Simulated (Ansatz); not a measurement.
Partial pair distribution functions of a relaxed model of amorphous Si$_{24}$O$_{48}$Cu, broadened by 0.06 Å; density 2.27 g/cm³. Computed with PBE, scalar-relativistic without spin-orbit coupling (plane waves to 420 eV, PAW; Ansatz, a quantum-chemistry and plane-wave program). In the spin-polarised cell the level spacing at the Fermi energy can part levels of unlike spin.

Preparation: random packing, a CHGNet melt and quench, and a DFT relaxation. O atoms were pushed apart under 1.9 Å during the dynamics, to hinder bonds among them. The hot cell started wider than the set density and was brought back towards it in steps. It is the lowest in DFT energy of 2 quenches. It is a model cell: composition and starting density were chosen by hand, and all elements were melted together. No dispersion term was used. Its density started from a set value of 2.27 and ended at 2.27 g/cm³. The simulated quench (nominally 400 K/ps over its main leg) is rapid and tends to freeze in more defects than a deposited or slowly cooled glass has. One small periodic cell is one sample of the glass; other quenches scatter about these values. The volume was held where the preparation left it and the shape relaxed, at a PBE pressure of 0.9 GPa. Stress components on the final sampling reach 0.9 GPa. On a 2×2×2 Γ-centred mesh force components of up to 0.34 eV/Å stay, since the relaxation ran on the zone centre alone.

```json
[
 {"r (Å)": "1.40", "g Si-O": "0.02", "g O-Cu": "0.00", "g Si-Si": "0.00", "g O-O": "0.00"},
 {"r (Å)": "1.50", "g Si-O": "1.87", "g O-Cu": "0.00", "g Si-Si": "0.00", "g O-O": "0.00"},
 {"r (Å)": "1.60", "g Si-O": "15.26", "g O-Cu": "0.00", "g Si-Si": "0.00", "g O-O": "0.00"},
 {"r (Å)": "1.70", "g Si-O": "9.61", "g O-Cu": "0.00", "g Si-Si": "0.00", "g O-O": "0.00"},
 {"r (Å)": "1.80", "g Si-O": "0.55", "g O-Cu": "0.00", "g Si-Si": "0.00", "g O-O": "0.00"},
 {"r (Å)": "1.90", "g Si-O": "0.00", "g O-Cu": "0.02", "g Si-Si": "0.00", "g O-O": "0.00"},
 {"r (Å)": "2.00", "g Si-O": "0.00", "g O-Cu": "1.24", "g Si-Si": "0.00", "g O-O": "0.00"},
 {"r (Å)": "2.10", "g Si-O": "0.00", "g O-Cu": "5.31", "g Si-Si": "0.00", "g O-O": "0.00"},
 {"r (Å)": "2.20", "g Si-O": "0.00", "g O-Cu": "1.62", "g Si-Si": "0.00", "g O-O": "0.00"},
 {"r (Å)": "2.30", "g Si-O": "0.00", "g O-Cu": "0.03", "g Si-Si": "0.14", "g O-O": "0.05"},
 {"r (Å)": "2.40", "g Si-O": "0.00", "g O-Cu": "0.00", "g Si-Si": "0.34", "g O-O": "0.27"},
 {"r (Å)": "2.50", "g Si-O": "0.00", "g O-Cu": "0.00", "g Si-Si": "0.05", "g O-O": "1.39"},
 {"r (Å)": "2.60", "g Si-O": "0.00", "g O-Cu": "0.00", "g Si-Si": "0.00", "g O-O": "4.94"},
 {"r (Å)": "2.70", "g Si-O": "0.07", "g O-Cu": "0.00", "g Si-Si": "0.22", "g O-O": "6.25"},
 {"r (Å)": "2.80", "g Si-O": "0.13", "g O-Cu": "0.00", "g Si-Si": "1.31", "g O-O": "2.59"},
 {"r (Å)": "2.90", "g Si-O": "0.15", "g O-Cu": "0.00", "g Si-Si": "3.38", "g O-O": "0.93"},
 {"r (Å)": "3.00", "g Si-O": "0.23", "g O-Cu": "0.00", "g Si-Si": "4.57", "g O-O": "0.53"},
 {"r (Å)": "3.10", "g Si-O": "0.51", "g O-Cu": "0.21", "g Si-Si": "2.97", "g O-O": "0.29"},
 {"r (Å)": "3.20", "g Si-O": "0.98", "g O-Cu": "2.12", "g Si-Si": "2.21", "g O-O": "0.39"},
 {"r (Å)": "3.30", "g Si-O": "0.97", "g O-Cu": "2.79", "g Si-Si": "0.63", "g O-O": "0.46"},
 {"r (Å)": "3.40", "g Si-O": "0.98", "g O-Cu": "2.51", "g Si-Si": "0.05", "g O-O": "0.57"},
 {"r (Å)": "3.50", "g Si-O": "1.18", "g O-Cu": "2.95", "g Si-Si": "0.17", "g O-O": "0.54"},
 {"r (Å)": "3.60", "g Si-O": "1.13", "g O-Cu": "0.67", "g Si-Si": "0.23", "g O-O": "0.62"},
 {"r (Å)": "3.70", "g Si-O": "1.01", "g O-Cu": "0.70", "g Si-Si": "0.30", "g O-O": "0.52"},
 {"r (Å)": "3.80", "g Si-O": "1.31", "g O-Cu": "1.46", "g Si-Si": "0.32", "g O-O": "0.55"},
 {"r (Å)": "3.90", "g Si-O": "1.48", "g O-Cu": "0.75", "g Si-Si": "0.50", "g O-O": "0.42"},
 {"r (Å)": "4.00", "g Si-O": "1.78", "g O-Cu": "0.94", "g Si-Si": "0.71", "g O-O": "0.46"},
 {"r (Å)": "4.10", "g Si-O": "2.12", "g O-Cu": "1.38", "g Si-Si": "0.78", "g O-O": "0.74"},
 {"r (Å)": "4.20", "g Si-O": "1.96", "g O-Cu": "1.42", "g Si-Si": "0.69", "g O-O": "0.78"},
 {"r (Å)": "4.30", "g Si-O": "1.66", "g O-Cu": "1.36", "g Si-Si": "0.58", "g O-O": "0.80"},
 {"r (Å)": "4.40", "g Si-O": "0.99", "g O-Cu": "0.84", "g Si-Si": "0.47", "g O-O": "0.94"},
 {"r (Å)": "4.50", "g Si-O": "0.51", "g O-Cu": "1.40", "g Si-Si": "1.10", "g O-O": "1.23"},
 {"r (Å)": "4.60", "g Si-O": "0.35", "g O-Cu": "2.10", "g Si-Si": "1.36", "g O-O": "1.36"},
 {"r (Å)": "4.70", "g Si-O": "0.41", "g O-Cu": "2.13", "g Si-Si": "1.25", "g O-O": "1.27"},
 {"r (Å)": "4.80", "g Si-O": "0.56", "g O-Cu": "1.37", "g Si-Si": "1.29", "g O-O": "1.25"},
 {"r (Å)": "4.90", "g Si-O": "0.63", "g O-Cu": "1.04", "g Si-Si": "1.14", "g O-O": "1.22"},
 {"r (Å)": "5.00", "g Si-O": "0.67", "g O-Cu": "0.18", "g Si-Si": "1.28", "g O-O": "1.25"},
 {"r (Å)": "5.10", "g Si-O": "0.80", "g O-Cu": "0.23", "g Si-Si": "1.64", "g O-O": "1.53"}
]
```

Within 1.90 Å each Si has 4.00 O neighbours on average.
